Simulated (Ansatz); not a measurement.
# Pt: strain along the normal

Pt (fcc, Fm-3m, 15.057 Å³/atom at rest) under an equal strain ε in the (111) plane with the normal axis free, as in a coherent film. PBEsol in Ansatz, a plane-wave DFT program (PAW, default set), 420 eV, 29×29×29 Γ-centred mesh, Fermi-Dirac smearing 0.10 eV; ions are relaxed within the symmetry of each cell.

Here s stands for strain and y for normal strain.

| strain (%) | normal strain (%) |
|---|---|
| -1.25 | 1.45 |
| -0.83 | 0.96 |
| -0.42 | 0.48 |
| 0.00 | 0.00 |
| 0.42 | -0.47 |
| 0.83 | -0.92 |
| 1.25 | -1.37 |
| 2.50 | ? |

**Question.** Fit y against s with a straight line, and predict the withheld value at s = 2.50.

**Answer.** Means: s 0, y 0.019. About the means, the sum of products is -5.4844 and the sum of squares of s is 4.8556; the slope is their ratio. Least squares gives y = 0.019 - 1.1295·s. Residuals (row less fit): 0.019, 0.004, -0.013, -0.019, -0.015, -0.002, 0.023; standard error 0.018 (degrees of freedom: 5). The slope, -1.13 ± 0.01, is the elastic response of the normal axis. At the withheld row, y = 0.019 - 1.1295 × 2.50 = -2.805%. The calculation gives -2.65%, 0.155% above the prediction (3.8 % of the range of y in the table). The row lies outside the fitted rows, so this is an extrapolation. From the scatter of the fitted rows alone, a prediction at this place has a standard error of 0.028%, so the miss is 5.5 times that.

One order more, fitted to all 13 runs of the series, follows each within 0.01, so the miss is the next term of a smooth law. In a metal these values are sensitive to mesh and smearing; energies are taken to zero smearing, stresses follow the free energy. Rows are the converged runs of the series near zero and its far end; series whose fitted rows scatter by over a few per cent of the range, as at a crossing or softening among them, aren't shown in this form. Most that stay on the fit to the last digits aren't either.
